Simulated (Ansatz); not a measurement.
Input:

```xyz
1
Lattice="-1.6787 1.6602 1.6602 1.6787 -1.6602 1.6602 1.6787 1.6602 -1.6602" Properties=species:S:1:pos:R:3 pbc="T T T"
Ta     0.0000     0.0000     0.0000
```

No spin polarisation.

A single point on Ta with a change (uniaxial strain ε_xx = +1.11 %), its geometry relaxed with PBE.

Calculations: r2SCAN, PAW, 500 eV (Ansatz, a program for electronic structure; spin-orbit coupling left out). k-mesh 28×28×28 (Γ-centred); smearing 0.1 eV (Fermi–Dirac).

Estimate the band gap.

Zero.

Estimate the pressure.

-4.6 GPa.

Single points use the geometry relaxed with PBE. Stability against distortions was not tested. The final runs are not spin-polarised. The cell was made from Ta in the bcc (W type) structure (space group Im-3m, No. 229) by this change: uniaxial strain ε_xx = +1.11 %.
